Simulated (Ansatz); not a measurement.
# Converging the k-point mesh: the (111) slab of AgO (cut from a parent of space group no. 66; 12 atoms in the cell)

```xyz
12
Lattice="3.2995 0.0000 0.0000 3.2805 6.4688 0.0000 0.0000 0.0000 21.0949" Properties=species:S:1:pos:R:3 pbc="T T T"
Ag     3.3469     0.5788     7.7095
Ag     4.9872     3.8132     7.7095
Ag     3.3469     5.3647    10.5475
Ag     1.7067     2.1303    10.5475
Ag     3.3659     3.6819    13.3854
Ag     1.7256     0.4475    13.3854
O      4.9777     5.8511     7.0000
O      1.6972     1.7753     8.4190
O      4.9966     4.1682     9.8380
O      1.7162     0.0924    11.2570
O      1.7162     2.4854    12.6760
O      5.0156     4.8783    14.0949
```

Method of the run: PBEsol, default PAW files made with PBE (plane waves; Ansatz, a program for electronic structure).

Base settings: basis.ecutwfc = 30.9 Ry; kpoints.mp_grid.grid = 5 3 1; hamiltonian.xc = pbesol; hamiltonian.pseudopotentials = {kind: paw} (the program's default PAW files); scf.occupations.method = gaussian; scf.occupations.width = 0.0073 Ry.

Only quantities that move along the ladder and can be compared are tabulated.

The count of work is k-points × plane waves × bands × iterations; it is no time. Core times come from one kind of shared machine, to one figure; runs under 30 s give none.

The starting cell comes from a database of computed structures (which also holds hypothetical and non-ambient phases and stackings), without a prior relaxation at this level. The slab is cut from that crystal, and its faces are unrelaxed. Its lattice was rescaled by up to half a per cent. Spin polarisation is off, though cut faces can carry moments; the slab shows no gap. Without a gap this mesh is coarse (it stands for a supercell whose shortest in-plane vector is 16 Å).

```csv
kpoints.mp_grid.grid,free energy less the last step's (meV/atom),largest difference of a force vector from the last step's (eV/Å),count of work / last,core time / last (rough)
2 1 1,-31.11,0.784,0.017,–
3 1 1,-38.29,0.290,0.018,–
3 2 1,-12.86,0.078,0.033,–
4 2 1,0.35,0.111,0.045,–
5 2 1,3.50,0.102,0.045,–
5 3 1,1.79,0.026,0.060,–
6 3 1,0.21,0.015,0.075,–
7 3 1,0.04,0.032,0.083,–
8 4 1,0.03,0.034,0.14,0.1
10 5 1,-0.13,0.004,0.20,0.2
11 5 1,-0.05,0.004,0.21,0.2
13 6 1,0.04,0.005,0.30,0.2
15 7 1,0.03,0.002,0.40,0.3
18 8 1,-0.01,0.001,0.56,0.4
21 10 1,0.01,0.001,0.80,0.6
24 11 1,0.00,0.000,1.0,1
```

Coarsest kpoints.mp_grid.grid that holds the free energy within 2 meV/atom of the last step, with all finer ones: 5 3 1, at 0.060 of the last step's count of work; the step before is off by 3.5 meV/atom.

Coarsest kpoints.mp_grid.grid that holds the forces within 0.02 eV/Å of the last step, with all finer ones: 10 5 1, at 0.20 of the last step's count of work and about 0.2 of the last step's time; the step before is off by 0.034 eV/Å.

Left out of this page: 1 run of the series stopped by limits of time or memory.

Keys are those of Ansatz 0.2.
